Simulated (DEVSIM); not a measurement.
Device: abrupt Ge n-p junction, at 350 K.

| layer (left to right) | material | thickness (μm) | Nd (cm⁻³) | Na (cm⁻³) | τn (s) | τp (s) |
|---|---|---|---|---|---|---|
| 1 | Ge | 4.00 | 5.8e16 | - | 5.4e-7 | 5.4e-7 |
| 2 | Ge | 3.50 | - | 8.2e17 | 5.4e-7 | 5.4e-7 |

Left contact: ohmic. Right contact: ohmic. Voltage is applied to the left contact. Recombination: SRH at mid-gap, Auger. Mobility is μmin + (μ − μmin)/(1 + (N/Nref)^α).

This is a model device: material constants are rounded textbook-type values typed into the input, and sizes, dopings and lifetimes were drawn at random. Values at 300 K; Nc and Nv go as T^1.5, mobilities as T to minus their exponent, the gap by Varshni's rule with the affinity fixed.

```csv
parameter,Ge
gap (eV),0.664
affinity (eV),4
permittivity,16
Nc (cm⁻³),1.04e19
Nv (cm⁻³),6e18
μn (cm²/Vs),3900
μp (cm²/Vs),1900
"μn,min",150
"μp,min",100
"Nref,n",2.6e17
"Nref,p",4e17
αn,0.56
αp,0.6
T exponent of μn,1.66
T exponent of μp,2.33
Cn (cm⁶/s),1e-31
Cp (cm⁶/s),1e-31
Varshni α (eV/K),0.000477
Varshni β (K),235
```

DEVSIM, 1D drift-diffusion, Boltzmann statistics, complete ionisation; no tunnelling, impact ionisation, image-force lowering or self-heating.

The doping Na of layer 2 was swept, all else fixed.

```json
[
 {"doping Na of layer 2 (cm^-3)": "2.5e16", "largest field in the device at zero bias (V/cm)": "?", "dark forward voltage at 100 A/cm² (V)": "?", "dark forward voltage at 1 A/cm² (V)": "?", "potential step across the device at zero bias (V)": "0.309"},
 {"doping Na of layer 2 (cm^-3)": "8.2e16", "largest field in the device at zero bias (V/cm)": "47000", "dark forward voltage at 100 A/cm² (V)": "0.248", "dark forward voltage at 1 A/cm² (V)": "0.107", "potential step across the device at zero bias (V)": "0.344"},
 {"doping Na of layer 2 (cm^-3)": "2.5e17", "largest field in the device at zero bias (V/cm)": "59000", "dark forward voltage at 100 A/cm² (V)": "0.266", "dark forward voltage at 1 A/cm² (V)": "0.125", "potential step across the device at zero bias (V)": "0.378"},
 {"doping Na of layer 2 (cm^-3)": "8.2e17", "largest field in the device at zero bias (V/cm)": "73000", "dark forward voltage at 100 A/cm² (V)": "0.274", "dark forward voltage at 1 A/cm² (V)": "0.133", "potential step across the device at zero bias (V)": "0.414"},
 {"doping Na of layer 2 (cm^-3)": "2.5e18", "largest field in the device at zero bias (V/cm)": "98000", "dark forward voltage at 100 A/cm² (V)": "0.276", "dark forward voltage at 1 A/cm² (V)": "0.135", "potential step across the device at zero bias (V)": "0.447"}
]
```

Some entries are withheld; supply them.


- 2.5e16, largest field in the device at zero bias (V/cm): 32000
- 2.5e16, dark forward voltage at 100 A/cm² (V): 0.219
- 2.5e16, dark forward voltage at 1 A/cm² (V): 0.079
